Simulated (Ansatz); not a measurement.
C vacancy + N on the C site + N on the C site + N on the C site (V_C+N_C+N_C+N_C) in diamond (the name describes the start): one set of geometries, relaxed with PBE, evaluated in Ansatz (PAW, plane waves to 420 eV, 500 eV under r2SCAN) with PBE, r2SCAN.

Set-up: 64-site cell; 2×2×2 shifted k-points; start: the C site; C 1.55 Å away; C 1.55 Å away; C 1.55 Å away; charged states image-corrected; finite-size errors of tenths of an eV; relaxed from one start, so a lower configuration may exist; flagged in the runs: a doubtful potential alignment.

```csv
quantity,PBE,r2SCAN
host gap (eV),4.13,[?]
"neutral formation energy against graphite, N2 molecule in a box (eV)",4.53,[?]
largest moment on one atom at charge 0 (μB),0.32,[?]
```

### Question
Given the lower rungs, what does r2SCAN give?

### Answer

- host gap (eV), r2SCAN: 4.34
- neutral formation energy against graphite, N2 molecule in a box (eV), r2SCAN: 4.34
- largest moment on one atom at charge 0 (μB), r2SCAN: 0.35

Ansatz is a quantum-chemistry and plane-wave program.
